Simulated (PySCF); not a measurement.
PySCF 2.14.0, HF/def2-svp, df: In(Me)2(Et) (C[CH2][In]([CH3])[CH3]), 16 atoms. The geometry is a generated start, not checked to be a minimum at this level.

| Quantity | Result |
|---|---|
| task | energy |
| method | hf |
| basis | def2-svp |
| two-electron scheme | density fitting |
| mol.max_memory | 3000 MB |
| mf.max_cycle | 100 |
| mf.init_guess | minao (default) |
| mf.DIIS | CDIIS (default) |
| mf.diis_space | 8 (default) |
| mf.conv_tol | 1e-09 (default) |
| effective core potentials | those of the basis set, past Kr |
| basis functions | 137 |

```xyz
16

In     0.0394     0.5455     0.4021
C      1.5713     1.7173    -0.7597
H      2.5488     1.2417    -0.6843
H      1.6375     2.7312    -0.3671
H      1.2904     1.7656    -1.8117
C     -1.4599     1.6039     1.7079
H     -2.2847     0.9362     1.9548
H     -1.8519     2.4785     1.1897
H     -0.9847     1.9325     2.6317
C     -0.0101    -1.7183     0.2335
C     -0.1139    -2.1679    -1.2201
H     -0.8612    -2.0913     0.8099
H      0.8990    -2.1272     0.6854
H      0.7258    -1.7861    -1.8040
H     -1.0368    -1.8029    -1.6739
H     -0.1091    -3.2585    -1.2942
```

One run each on 2 threads, 1 BLAS thread. Values of level_shift (Hartree) tried: 0 (default), 0.1, 0.3, 1.

Problem. How does the count of Fock builds change with level_shift (Hartree), and where is it least?

Solution. Fewest Fock builds, within one of each other: 0 (default) with 13, 0.1 with 14. The count rises to 26 at 1. All converge to one solution.

| level_shift (Hartree) | Fock builds | end |
|---|---|---|
| 0 (default) | 13 | same solution |
| 0.1 | 14 | same solution |
| 0.3 | 16 | same solution |
| 1 | 26 | same solution |
